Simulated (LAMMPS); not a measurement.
An MD run on Ge (diamond structure), 216 atoms, at 200 K and 0 GPa, heated as the crystal.

Method: MD with a machine-learned potential, pair style snap, file Ge_Zuo_JPCA2020.snap, run in LAMMPS.

```
Item                                                                                                                                        Value
------------------------------------------------------------  -----------------------------------------------------------------------------------
state found                                                                                                   crystal; no diffusion seen in 15 ps
density                                                                                                                     4.9694 ± 0.0004 g/cm³
volume per atom                                                                                                            24.270 ± 0.002 Å³/atom
enthalpy per atom                                                                                                        -4.4400 ± 0.0003 eV/atom
first peak of g(r)                                                                                                             2.50 Å, height 8.3
coordination number                                                                                                      4.00 (counted to 3.30 Å)
most common Ge-Ge-Ge angle                                    at the 3° bin centred on 109.5°, after smoothing over three bins (mean of all 109°)
mean frequency of the vibrational (phonon) density of states                                                                              4.9 THz
cost                                                                                                       about 18 core-minutes (a rough figure)
```

Potential: file Ge_Zuo_JPCA2020.snap of the LAMMPS distribution; its header cites Y. Zuo, C. Chen, X, Li, Z. Deng, Y. Chen, J. Behler, G. Csányi, A. V. Shapeev, A. P. Thompson, M. A. Wood, S. P. Ong, "Performance and Cost Assessment of Machine Learning Interatomic Potentials" J. Phys. Chem. A 124, 4, 731-745 (2020).

Caution: with SNAP Ge_Zuo_JPCA2020.snap the 0 K volume of this crystal is 7 % off the measured one.

States go by the mean squared displacement: a species diffuses where it passes 1.5 Å², still rises and gives D over 1e-6 cm²/s; a crystal has left its structure where atoms lie 0.35 Å off their sites on average or a cubic box changes its shape by 3 %, or the axial ratios of another lie 8 % off the starting cell's, which the potential's own relaxation can also do.

The ± values are statistical; the model's systematic error is not in them.

```tsv
frequency (THz)	vibrational (phonon) density of states (1/THz)
0.04900	0.0001
0.2450	0.0000
0.4410	0.0002
0.6365	0.0000
0.8320	0.0005
1.028	0.0004
1.224	0.0007
1.420	0.0218
1.616	0.0652
1.812	0.0840
2.007	0.0832
2.203	0.0958
2.399	0.1112
2.595	0.1559
2.791	0.2489
2.987	0.2968
3.182	0.2535
3.378	0.1965
3.574	0.1421
3.770	0.0695
3.966	0.0209
4.162	0.0188
4.357	0.0549
4.553	0.1228
4.749	0.1735
4.945	0.1634
5.141	0.1199
5.337	0.1093
5.532	0.1618
5.728	0.2099
5.924	0.2132
6.120	0.2808
6.316	0.4191
6.511	0.4331
6.707	0.2932
6.903	0.1768
7.099	0.1300
7.295	0.0829
7.491	0.0355
7.687	0.0146
7.882	0.0083
8.078	0.0044
8.274	0.0025
8.470	0.0023
8.666	0.0023
8.861	0.0017
9.057	0.0014
9.253	0.0014
9.449	0.0012
9.645	0.0011
```
